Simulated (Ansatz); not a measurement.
Structure of amorphous Hf18O37Li2 (periodic cell):

```xyz
57
Lattice="8.9312 0.2341 -0.0436 0.2341 8.9177 0.1338 -0.0436 0.1338 9.0764" Properties=species:S:1:pos:R:3 pbc="T T T"
Hf     1.2821     5.7507     4.2510
Hf     3.4451     3.1392     4.7016
Hf     7.6179     2.2094     0.8178
Hf     4.6720     4.5044     1.1181
Hf     6.6520     3.7859     4.0530
Hf     6.1666     8.0686     0.2503
Hf     8.3604     0.5167     3.6081
Hf     2.4816     7.2713     1.8054
Hf     8.7519     2.0846     6.4224
Hf     8.6973     7.3423     7.4113
Hf     6.3437     4.4029     7.0364
Hf     5.4821     0.7477     6.2449
Hf     1.6639     2.5291     2.0515
Hf     8.0805     5.5786     1.1611
Hf     2.4086     0.4894     7.6276
Hf     5.7316     6.8927     3.6403
Hf     2.3649     4.3303     8.0453
Hf     3.0103     8.7306     4.6137
O      5.8098     6.3576     1.3809
O      0.9391     1.1555     4.8786
O      4.7028     3.9746     3.1632
O      2.6142     4.5297     6.0065
O      4.4547     0.3689     8.0243
O      6.5846     3.9104     0.9644
O      8.1165     7.5258     0.4871
O      4.2145     8.0611     2.6081
O      0.8682     5.9069     2.2492
O      7.1865     2.5250     7.8188
O      0.2845     1.0419     1.8235
O      7.9539     3.8368     5.6391
O      4.5370     4.5043     8.0345
O      3.2338     5.8068     0.7098
O      3.4130     1.4169     5.8579
O      3.1110     3.0993     0.7723
O      6.1177     0.8869     1.0111
O      7.3440     0.9712     5.3754
O      1.3834     7.9986     3.5263
O      0.2324     3.5290     0.9702
O      7.3570     5.4037     3.1543
O      7.3321     2.2642     3.0031
O      8.9837     6.8183     5.5219
O      1.6855     3.7609     3.6484
O      1.0708     5.7687     8.2353
O      5.0732     8.3223     5.0559
O      7.4055     5.6602     8.0835
O      7.1967     8.1025     3.3244
O      6.7713     8.1913     7.3880
O      1.5131     2.4798     7.5864
O      5.7542     5.5307     5.3591
O      3.1393     1.6061     3.2579
O      3.1707     6.3855     4.0965
O      2.4824     8.7656     0.5805
O      0.5399     9.0202     7.6227
O      2.7271     7.8801     6.4509
O      5.3902     2.8839     5.5655
Li     4.4783     0.9390     2.0322
Li     3.8361     6.2103     5.9443
```

Level of theory: PBE, scalar-relativistic without spin-orbit coupling (plane waves to 420 eV, PAW; Ansatz, a quantum-chemistry and plane-wave program).

Preparation: random packing, a CHGNet melt and quench, and a DFT relaxation. O atoms were pushed apart under 1.9 Å during the dynamics, to hinder bonds among them. The hot cell started wider than the set density and was brought back towards it in steps. It is the lowest in DFT energy of 2 quenches. It is a model cell: composition and starting density were chosen by hand, and all elements were melted together. No dispersion term was used. Its density started from a set value of 8.78 and ended at 8.78 g/cm³. The quench (nominally 300 K/ps over its main leg) was far faster than any real one, so the model tends to hold more defects than a real film. Values belong to this one cell and scatter from quench to quench. The volume was held where the preparation left it and the shape relaxed, at a PBE pressure of 1.3 GPa. Stress components on the final sampling reach 1.3 GPa.

Bonds are counted up to Hf-Hf 3.34 Å, Hf-O 2.70 Å, Hf-Li 3.10 Å, O-O 1.58 Å, O-Li 2.33 Å, Li-Li 2.86 Å. Two cations that share two anions don't count as bonded, nor two that share one unless they lie closer than Hf-Hf 3.25 Å, Hf-Li 3.02 Å, Li-Li 2.78 Å.

Q: Give the coordination numbers, mean bond lengths and angles.

A: 
| Item | Value |
|---|---|
| Mean coordination of Hf by anions | 6.11 (2 with 5, 13 with 6, 2 with 7, 1 with 8); 1 close contacts or bonds to cations besides |
| Mean coordination of O | 3.16 (4 with 2, 24 with 3, 8 with 4, 1 with 5) |
| Mean coordination of Li by anions | 3.50 (1 with 3, 1 with 4); 1 close contacts or bonds to cations besides |
| Mean Hf-O bond | 2.134 Å (spread 0.134 Å, 110 counted) |
| Mean O-Li bond | 2.002 Å (spread 0.077 Å, 7 counted) |
| Bond angle at Hf | mean 102.4°, spread 29.2° |
| Bond angle at O | mean 113.6°, spread 19.5° |
| Bond angle at Li | mean 104.9°, spread 34.0° |

Q: List the pairs of like atoms that count as bonded by the rules above.

A: There are none by these rules.
